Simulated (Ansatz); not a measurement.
WC: stress against strain

WC (WC type, P-6m2, 10.416 Å³/atom and stress up to 0.01 GPa in the relaxed cell, c along z) under a strain ε along a direction in the basal plane (axis x), the other axes held. r2SCAN in Ansatz, a plane-wave DFT program (PAW, default set), 500 eV, 23×23×20 Γ-centred mesh, Fermi-Dirac smearing 0.10 eV; ions are relaxed, or left where forces stay under 0.02 eV/Å, within the symmetry of each cell. Stress is positive for a compressed cell.

Here s stands for strain and y for stress xx.

| strain (%) | stress xx (GPa) |
|---|---|
| -3.00 | ? |
| -1.50 | 11.69 |
| -1.00 | 7.65 |
| -0.50 | 3.77 |
| 0.00 | 0.00 |
| 0.50 | -3.63 |
| 1.00 | -7.12 |
| 1.50 | -10.48 |

Q: Using a straight line, estimate the missing y at s = -3.00 from the other rows, showing the fit.

A: Means: s 0, y 0.269. About the means, the sum of products is -51.725 and the sum of squares of s is 7.0000; the slope is their ratio. Least squares gives y = 0.269 - 7.3893·s. Residuals (row less fit): 0.337, -0.008, -0.194, -0.269, -0.204, 0.000, 0.335; standard error 0.275 (degrees of freedom: 5). The slope gives the elastic constant C11 = about 740 GPa. At the withheld row, y = 0.269 - 7.3893 × (-3.0) = 22.437 GPa. The calculation gives 24.69 GPa, 2.253 GPa above the prediction (6.4 % of the range of y in the table). The row lies outside the fitted rows, so this is an extrapolation. From the scatter of the fitted rows alone, a prediction at this place has a standard error of 0.428 GPa, so the miss is 5.3 times that.

A polynomial of degree 2 through the 12 other runs of the series gives 24.59 there, so most of the miss is curvature that the fit leaves out. In a metal these values are sensitive to mesh and smearing; energies are taken to zero smearing, stresses follow the free energy. Spin-orbit coupling is left out, which can shift these values for the heavy elements here. Rows are the converged runs of the series near zero and its far end; series whose fitted rows scatter by over a few per cent of the range, as at a crossing or softening among them, aren't shown in this form, nor equations of state whose B0' disagrees with the runs' pressures. Most that stay on the fit to the last digits aren't either.
